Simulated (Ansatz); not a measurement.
An Ansatz (an electronic-structure program) input (DFT with LDA, PAW potentials and a 420 eV plane-wave cutoff in Ansatz, spin-orbit coupling left out):

Ansatz 0.2 input:
```yaml
crystal:
  lattice:
    - [0.0165640465, 2.9059730649, 2.9059730649]
    - [2.9059730649, 0.0165640465, 2.9059730649]
    - [2.9225371114, 2.9225371114, 0]
  atoms:
    - { symbol: Hg, position: [0, 0, 0] }
    - { symbol: S, position: [0.25, 0.25, 0.25] }
basis: { ecutwfc: 420, ecutrho_ratio: 4, xc_grid: 2, fft_grid_basis: typed }
kpoints: { mp_grid: { grid: [10, 10, 10] } }
hamiltonian:
  xc: lda
  dispersion: none
  pseudopotentials: { kind: paw }
scf: { occupations: { method: fermi_dirac, width: 0.05 }, convergence: { dr2_threshold: 0.0000000002 } }
relax: { f_tol: 0.005, max_steps: 50 }
output: { forces: true, stress: true }
checkpoint: { write: state.ck, write_every: 1000 }
```

### Question
Which symmetry and how many k-points will the program report, and about how many plane waves at Γ?

### Answer
Space group Imm2 (ITA 44) with 4 operations, k-points 171 of 1000, and 941 plane waves at Γ.

The cells carry an imposed strain or load. Stability against distortions was not tested. The final runs are not spin-polarised. The cell was made from HgS in the zinc blende structure (space group F-43m, No. 216) by this change: tensor shear ε_xy = +0.57 %.
